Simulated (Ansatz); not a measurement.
The starting structures come from a database of crystals and need not be the phases stable at ambient conditions.

Tunnelling through a barrier is set by its complex band structure: the current falls as exp(−2κd) with the smallest κ.

Consider the following.

```
CELL_PARAMETERS angstrom
      7.57085     0.00000     0.00000
      0.00000     9.20626     0.00000
      0.00000    -3.50471     4.47015
ATOMIC_POSITIONS crystal
  Zn 0.36669 0.61508 0.15315
  Zn 0.63331 0.38492 0.84685
  Zn 0.86669 0.38492 0.34685
  Zn 0.13331 0.61508 0.65315
  Zn 0.63331 0.88492 0.92299
  Zn 0.36669 0.11508 0.07701
  Zn 0.13331 0.11508 0.57701
  Zn 0.86669 0.88492 0.42299
  As 0.89904 0.07435 0.21070
  As 0.10096 0.92565 0.78930
  As 0.39904 0.92565 0.28930
  As 0.60096 0.07435 0.71070
  As 0.10096 0.42565 0.06200
  As 0.89904 0.57435 0.93800
  As 0.60096 0.57435 0.43800
  As 0.39904 0.42565 0.56200
```

Space group of this cell: Pbca. The cell is taken as given.

Transport runs along the normal of the first two printed cell vectors.

The gap is the functional's own, uncorrected, and κ follows it; spin-orbit coupling is left out. Mid-gap values are interpolated between the computed energies.

Question: Give the band gap and the smallest decay constant κ at mid-gap that r2SCAN in Ansatz (a program for electronic structure) yields.

Answer: Gap 0.81 eV on a 4×8×8 mesh; κ = 0.113 1/Å, at (0.000, 0.500) of the in-plane reciprocal vectors. At the zone centre, at the nearest computed energy, the slowest state has κ = 0.13 1/Å.
